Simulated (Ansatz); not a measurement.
Functionals compared on the (320) surface of fcc Ir in its 1x1 cell, outermost plane spacing 0.54 Å in the ideal cut, in Ansatz (plane waves, PAW). The structure was relaxed with PBE; the other rows are single points on it, each with its references at the same level. Cutoff 420 eV (500 eV for r2SCAN).

Set-up: 20 atoms, 10.2 Å thick at the start (thin: gaps and levels are the slab's own); mesh 10x6x1; 0.1 eV smearing; dipole correction on; all atoms relaxed; held to the part of the start's symmetry that mesh and held atoms allow; no spin, no spin-orbit, no U. These notes are the PBE run's.

```tsv
functional	surface energy (J/m²)	work function of the top face (eV)	rough cost of the single point
PBE	2.98	4.92	–
LDA	(withheld)	(withheld)	very roughly 7 core-minutes
PBEsol	3.45	5.03	roughly 8 core-minutes
RPBE	2.72	4.76	roughly 10 core-minutes
r2SCAN	3.24	4.91	around 13 core-minutes (rough)
```

Some entries are withheld; supply them.


- LDA, surface energy (J/m²): 3.62
- LDA, work function of the top face (eV): 5.28

Ansatz is an electronic-structure program.
